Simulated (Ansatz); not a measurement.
# Element substitutions in SiC

Take SiC in the wurtzite structure (space group P6_3mc, No. 186; a = 3.0759 Å, c = 5.0477 Å) as the base.

Each row replaces one element on all its sites; cell and atoms are relaxed.

All numbers come from plane-wave PAW DFT at the PBEsol level (Ansatz, a first-principles code, 420 eV), no SOC.

```
case     shortest interatomic distance         space group
-------  -----------------------------  ------------------
base                           1.883 Å    P6_3mc (No. 186)
Si → Pb                        2.278 Å    P6_3mc (No. 186)
Si → Mn                        1.904 Å  P6_3/mmc (No. 194)
C → Te                             [?]  P6_3/mmc (No. 194)
```

Question: Complete the table.

Answer: 
- C → Te, shortest interatomic distance: 2.802 Å

Other magnetic orders, which the real material may have, were not ruled out. Stability against distortions was not tested. As relaxed here, PbC, MnC and SiTe are hypothetical phases, not in the database extracts checked. Spin-polarised in the final run: MnC; the other runs are not.
